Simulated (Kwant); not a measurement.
System: wire with a row of barriers in a InAs two-dimensional gas. Effective mass 0.023 mₑ, grid spacing 3.3 nm, hard walls, nominal width 80 nm (25 grid rows, so walls 85.8 nm apart), one parabolic valley, scattering region 330 nm long along x; energies count from the band bottom; Fermi energy swept from 0.0020436 to 0.024268 eV. 3 barrier(s) across the wire, height 0.089 eV, thickness 9.9 nm (about 3 grid columns), spaced by 39.6 nm.

The device is made up for the run: typed textbook-type constants, with dimensions and the other settings drawn at random.

Model: effective-mass tight-binding model on a square grid, one spin, coherent transport at 0 K (Kwant). Conductance is in e²/h.

Q: How many channels do the leads carry at E = 10.4, 22.5 meV?

A: The hard-wall thresholds are n² ħ²π²/(2mW²) = n² × 2.22 meV with W = 85.8 nm. √(10.4/2.22) = 2.17, so 2. √(22.5/2.22) = 3.18, so 3.
